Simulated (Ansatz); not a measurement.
For GePd (model structure, started from the CsCl type, Pm-3m, No. 221, 2 atoms in the cell), PBEsol in Ansatz (PAW) gives:

equilibrium lattice constant a: 3.119 Å
cohesive energy: 4.60 eV/atom

What does r²SCAN+rVV10 (PAW; Ansatz, a quantum-chemistry and plane-wave program) give for the same quantities?


- lattice constant a: 3.127 Å (grows by 0.3 %)
- cohesive energy: 4.43 eV/atom (falls by 0.17 eV/atom)

Changes are worked out from the printed values.

Unless a cell is named, each level is at its own relaxed cell (PBEsol 15.17, r²SCAN+rVV10 15.28 Å³/atom).

The crystal itself was run without spin with PBEsol, r²SCAN+rVV10; a magnetic state was not tried in these runs.

Ansatz's density-functional and Hartree–Fock values are scalar-relativistic unless marked +SOC, with PAW data made under PBE.

A model structure was made by putting elements into a prototype or built by hand; it is no filed structure, need not be a known phase, and can be a saddle point held by its symmetry.
